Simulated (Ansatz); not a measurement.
Model glasses of amorphous ZrO2, 62 to 67 atoms (Zr20O40 before any change). Each row is one cell at a composition chosen by hand, melted whole on the CHGNet potential with the anions pushed apart under 1.9 Å, quenched within some picoseconds, far faster than a real film, and relaxed with PBE, scalar-relativistic without spin-orbit coupling (plane waves to 420 eV, PAW; Ansatz, a program for electronic structure). Each is the lower in DFT energy of 2 quenches. Cycles of charging and discharging were tried on the cells ahead of these points, and a cell that came back lower was taken. The column on the box says what of it was relaxed with the atoms; held means as the quench left it. Cells that kept moments or hold spare charge are left out, and those that charging annealed. So are cells far out in the fitted variable, so that no row sets the line alone.

From the neutral cell one electron is taken away, or one added, and the atoms relax (PBE, the zone centre alone, moment held at 1 μB, uniform background; no image-charge correction, which leaves W too low where the charge is localised). W = E(+1) + E(−1) − 2 E(0) is the cost of moving an electron from one such cell to another; the spacing parts the highest filled and lowest empty level of the neutral cell, which ran without spin polarisation.

Formal charges balance in every cell (each cation at its usual highest valence, Cu and Ag at +1, Sb at +3, H at +1, O at −2, N at −3, F and Cl at −1). R− and R+ are the energies that the atoms' relaxation gave back after the electron was added or removed.

```csv
cell,change,box,spacing (eV),R− (eV),R+ (eV),spacing − R− − R+ (eV),W (eV)
Zr20O43Y2,"+3 O, +2 Y",shape,3.46,0.47,0.35,2.64,2.74
Zr20O45Nb2,"+2 Nb, +5 O",shape,3.26,0.19,0.29,2.78,2.89
Zr20O41Na2,"+2 Na, +1 O",shape,3.44,0.38,0.10,2.96,3.00
Zr20O41Ba,"+1 Ba, +1 O",shape,3.63,0.25,0.23,3.15,3.27
Zr20O43Lu2,"+2 Lu, +3 O",shape,3.74,0.28,0.20,3.26,withheld
Zr20O42Ge,"+1 Ge, +2 O",shape,3.85,0.29,0.16,3.40,3.47
```

**Question.** Fit a straight line of the last column on the one before it through the 5 full rows, and predict the withheld value for Zr20O43Lu2.

**Answer.** Means: x = 2.986, y = 3.074. Slope = Σ(Δx Δy) / Σ(Δx²) = 0.3515 / 0.3611 = 0.973; intercept = 3.074 − (0.973) × 2.986 = 0.169 eV; r.m.s. residual 0.028 eV. Prediction: 0.169 + (0.973) × 3.26 = 3.34 eV. The run gave 3.32 eV, a miss of 0.02 eV, within the residual.

**Question.** What would a slope of 1 with no intercept mean?

**Answer.** That adding and removing an electron at fixed atoms costs just the level spacing, as it does for levels spread over a large cell, so that W follows by bookkeeping. The fit has 0.973 and 0.169 eV; a departure holds the carrier's repulsion on its site, which raises W, and the uncorrected background, which lowers it.
